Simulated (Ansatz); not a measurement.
Take KTaO3 in the cubic perovskite structure (space group Pm-3m, No. 221; a = 3.990 Å) as the base.

Calculations: Kohn–Sham DFT with the r2SCAN functional, run in Ansatz (an electronic-structure program) with PAW and 500 eV plane waves, no SOC.

Carriers are added at fixed cell with a uniform background; the Fermi–Dirac width is that of 300 K.

One change was made to it. Results:

The Fermi level relative to the doped band's edge (positive inside the band; to 0.05 eV) amounts to +0.50 eV; the gap between the host's bands increases by 0.277 eV (2.63 eV → 2.90 eV); the gap character remains indirect, R → Γ.

### Question
What was done to the base?
A. electrons 5.0×10^21 cm⁻³
B. holes 7.0×10^21 cm⁻³
C. holes 1.0×10^22 cm⁻³
D. holes 5.0×10^21 cm⁻³
E. holes 2.0×10^21 cm⁻³

### Answer
A, electrons 5.0×10^21 cm⁻³. For comparison, the Fermi level from band edge in the other runs: holes 7.0×10^21 cm⁻³ gives +0.20 eV; holes 5.0×10^21 cm⁻³ gives +0.15 eV; holes 2.0×10^21 cm⁻³ gives +0.05 eV; holes 1.0×10^22 cm⁻³ gives +0.25 eV.

Charged cell with a jellium background: band edges are those of the host's band count, energies are not comparable with the neutral cell, and many-body gap narrowing is missing. With Ta present, leaving out spin-orbit coupling can change the band edges. Whether these cells are dynamically stable was not tested.
